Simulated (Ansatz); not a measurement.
## ZrO2: pressure series

The reference is ZrO₂ (space group P4_2/nmc, No. 137).

```xyz
6
Lattice="3.5845 0.0000 0.0000 0.0000 3.5845 0.0000 0.0000 0.0000 5.1787" Properties=species:S:1:pos:R:3 pbc="T T T"
Zr     0.0000     0.0000     0.0000
Zr     1.7922     1.7922     2.5894
O      0.0000     1.7922     1.0417
O      0.0000     1.7922     3.6311
O      1.7922     0.0000     1.5476
O      1.7922     0.0000     4.1370
```

Cell and atoms are relaxed at each pressure.

All numbers come from DFT with PBEsol, PAW potentials and a 420 eV plane-wave cutoff in Ansatz (a quantum-chemistry and plane-wave program), no spin-orbit coupling, earlier PAW set.

```tsv
P (GPa)	V (Å³/atom)
-2.00	11.215
-1.00	11.151
2.10	10.968
4.50	10.839
9.00	10.620
15.00	10.366
22.50	10.092
30.00	9.854
```

Task: Fit a third-order Birch–Murnaghan equation of state.

Result: Least squares on P(V) = (3B₀/2)[(V₀/V)^(7/3) − (V₀/V)^(5/3)]·[1 + (3/4)(B₀′ − 4)((V₀/V)^(2/3) − 1)] gives V₀ = 11.09 Å³/atom, B₀ = 185 GPa and B₀′ = 5.3.

Load acts through the strain it causes; cell and atoms are relaxed under it. Whether these cells are dynamically stable was not tested. No other phases were tried under pressure. This is not the structure that ZrO2 has at room temperature and ambient pressure.
